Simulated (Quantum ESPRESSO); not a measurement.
Band structure of ZrO₂ (Fm-3m, 3 atoms in the cell).

```
ZrO2
1.0
   -2.59547     0.00000     2.59547
    0.00000     2.59547     2.59547
   -2.59547     2.59547     0.00000
Zr O
1 2
Direct
  0.00000   0.00000   0.00000
  0.25000   0.25000   0.25000
  0.75000   0.75000   0.75000
```

Computed with PBE, PseudoDojo stringent norm-conserving (PBE) pseudopotentials (plane waves; Quantum ESPRESSO).

Settings: ecutwfc = 95 Ry; occupations = smearing; smearing = gauss; degauss = 0.00147 Ry; potentials = {Zr: Zr.upf, O: O.upf}; K_POINTS = automatic 11 11 11 0 0 0; nbnd = 18; conv_thr = 1e-11 Ry.

The starting cell comes from a database of computed structures (which also holds hypothetical and non-ambient phases and stackings), without a prior relaxation at this level. Its lattice was rescaled by a random factor within 2.5 % of one.

### Question
Predict the gap along the standard path and the places of the band edges.

### Answer
The gap along the path is 3.19 eV, from X to Γ; the smallest direct gap on it is 3.59 eV.

Levels in eV from the top of the valence band on the SCF mesh, bands 9 to 16:
| point | 9 | 10 | 11 | 12 | 13 | 14 | 15 | 16 |
|---|---|---|---|---|---|---|---|---|
| Γ | -4.86 | -0.48 | -0.48 | -0.48 | 3.22 | 3.22 | 6.19 | 8.69 |
| X | -3.01 | -1.40 | -1.40 | 0.03 | 3.62 | 4.46 | 5.36 | 6.80 |
| W | -2.24 | -2.24 | -1.28 | -0.15 | 4.21 | 4.32 | 5.83 | 5.83 |
| K | -2.92 | -2.04 | -1.15 | -0.28 | 3.83 | 4.46 | 5.69 | 6.23 |
| L | -2.38 | -2.38 | -1.56 | -1.56 | 3.79 | 3.79 | 5.60 | 7.88 |
| U | -2.92 | -2.04 | -1.15 | -0.28 | 3.83 | 4.46 | 5.69 | 6.23 |
